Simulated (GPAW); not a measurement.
# A series of runs on TaVCu (Imma, 6 atoms in the cell)

```yaml
crystal:
  lattice:
    - [-2.35993, 2.48852, 3.54961]
    - [2.35993, -2.48852, 3.54961]
    - [2.35993, 2.48852, -3.54961]
  atoms:
    - { symbol: Ta, position: [0.62949, 0.87949, 0.75000] }
    - { symbol: Ta, position: [0.37051, 0.12051, 0.25000] }
    - { symbol: V, position: [0.00000, 0.00000, 0.50000] }
    - { symbol: V, position: [0.00000, 0.50000, 0.00000] }
    - { symbol: Cu, position: [0.50000, 0.50000, 0.00000] }
    - { symbol: Cu, position: [0.00000, 0.50000, 0.50000] }
```

Base run A: PBEsol, GPAW PAW datasets PBEsol (made by gpaw-setup) (GPAW), self-consistent single point.

Its settings: mode = pw; ecut = 800 eV; xc = PBEsol; kpts = 7 7 7; mesh shift (steps) = 0 0 0; occupations.name = methfessel-paxton; occupations.width = 0.05 eV; occupations.order = 1; nbands = -12; convergence.density = 1e-05 e/electron; convergence.energy = 1e-05 eV/electron; symmetry.symmorphic = false; symmetry.tolerance = 0.0005; maxiter = 100.

The starting cell comes from a database of computed structures (which also holds hypothetical and non-ambient phases and stackings), without a prior relaxation at this level. Its lattice was rescaled by a random factor within 2.5 % of one. Spin polarisation is off.

ΔF is the free energy per atom less that of run A. A dash stands where there is no value to compare (another energy zero or no entropy term, no result, no spin, no clean gap, or a mesh too coarse for one). 

Run A gave: pressure (GPa) 2.17; largest force (eV/Å) 0.010; ending converged.

Runs:
- B: nbands = 37
- C: nbands = -1
- D: nbands = -2
- E: nbands = -4

Question: What does run B change against A?

Answer: The run ended unconverged after 100 iterations.

Question: What does run D change against A?

Answer: The run ended unconverged after 100 iterations.

| run | ΔF (meV/atom) | pressure (GPa) | largest force (eV/Å) | ending |
|---|---|---|---|---|
| A | 0.00 | 2.17 | 0.010 | converged |
| B | – | – | – | not converged |
| C | – | – | – | not converged |
| D | – | – | – | not converged |
| E | 0.00 | 2.16 | 0.009 | converged |
